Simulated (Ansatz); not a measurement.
**Effect of strain tensor (xx, yy, zz, yz, xz, xy) = (+0.24, −0.83, +0.23, +0.14, +0.49, −0.50) % on PbSe**

Start from PbSe in the rock salt structure (space group Fm-3m, No. 225; a = 6.178 Å). Axes: x, y, z lie along the cube axes.

It is then changed as follows: strain tensor (xx, yy, zz, yz, xz, xy) = (+0.24, −0.83, +0.23, +0.14, +0.49, −0.50) %; the atoms relax in the strained cell.

Level of theory: r2SCAN (Ansatz, an electronic-structure program; PAW; 500 eV plane waves; no spin-orbit coupling), earlier PAW set. k-mesh 9×9×9 (Γ-centred); smearing 0.05 eV (Fermi–Dirac).

- Volume per atom: 29.36 Å³ (base 29.47 Å³)
- Space group: P-1 (No. 2) (base Fm-3m (No. 225))
- Shortest interatomic distance: 3.063 Å (base 3.089 Å)
- Energy relative to the base (free energy F): +1.2 meV/atom
- Pressure (mean of the normal stresses, compression positive): 0.20 GPa (base -0.01 GPa)
- Band gap: 0.56 eV (base 0.67 eV)
- Gap character: indirect, Y → R
- Smallest direct gap: 0.65 eV (base 0.67 eV)
- Valley order (the lowest conduction-band minima on the path, energy above the VBM, named in the base's zone): L along [11-1] 0.56 eV; L along [1-1-1] 0.62 eV; L along [111] 0.63 eV; L along [1-11] 0.66 eV (base L along ⟨111⟩ 0.67 eV; a point along ⟨110⟩, about 0.6 Å⁻¹ from Γ 1.47 eV)
- Stress (xx, yy, zz, yz, xz, xy; compression positive): (-0.23, 1.04, -0.22, -0.05, -0.17, 0.18) GPa

Final structure:

```yaml
crystal:
  lattice:
    - [-0.00046, 3.06738, 3.10012]
    - [3.11124, -0.01127, 3.11094]
    - [3.08082, 3.04777, 0.01915]
  atoms:
    - { symbol: Se, position: [0.00000, 0.00000, 0.00000] }
    - { symbol: Pb, position: [0.50000, 0.50000, 0.50000] }
```

Spin-orbit coupling, missing from the scalar runs, can matter with Pb. Whether these cells are dynamically stable was not tested. Labels are those of the standard path for the cell's own space group.
